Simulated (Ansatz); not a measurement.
**Cd, response to strain**

Base system: Cd (space group R-3m, No. 166; a cell from a computed database, its experimental status unchecked; relaxed with 0.1 eV smearing).

```
Cd
1.0
    1.59524     0.92101     2.38700
   -1.59524     0.92101     2.38700
    0.00000    -1.84202     2.38700
Cd
1
Direct
  0.00000   0.00000   0.00000
```

Cartesian axes are those of the cell as printed.

Strains are applied to the cell and any free atomic positions relax; under biaxial strain the out-of-plane vector relaxes too.

Level of theory: DFT with PBEsol, PAW potentials and a 420 eV plane-wave cutoff in Ansatz (a quantum-chemistry and plane-wave program), no spin-orbit coupling.

Notes on the quantities. energy relative to the base: free energy F.

```csv
change,shortest interatomic distance,energy relative to the base
base,3.015 Å,0 meV/atom
"biaxial strain −4.68 %, plane normal [001], relaxed out of plane",3.041 Å,+1.2 meV/atom
"biaxial strain −1.20 %, plane normal [001], relaxed out of plane",3.034 Å,+0.8 meV/atom
isotropic strain −1.16 %,2.980 Å,+4.9 meV/atom
uniaxial strain ε_yy = −1.20 %,3.002 Å,+0.6 meV/atom
uniaxial strain ε_zz = −4.41 %,2.932 Å,+17 meV/atom
tensor shear ε_xy = −1.19 %,3.004 Å,+0.1 meV/atom
```

Stability against distortions was not tested. Under biaxial strain −4.68 %, plane normal [001], relaxed out of plane the cell ends below the base's energy or with stress of the wrong sign: the atoms slid into a distortion or the cell is elastically unstable, so the base is not a stable minimum at this level. This is not the structure that Cd has at room temperature and ambient pressure.
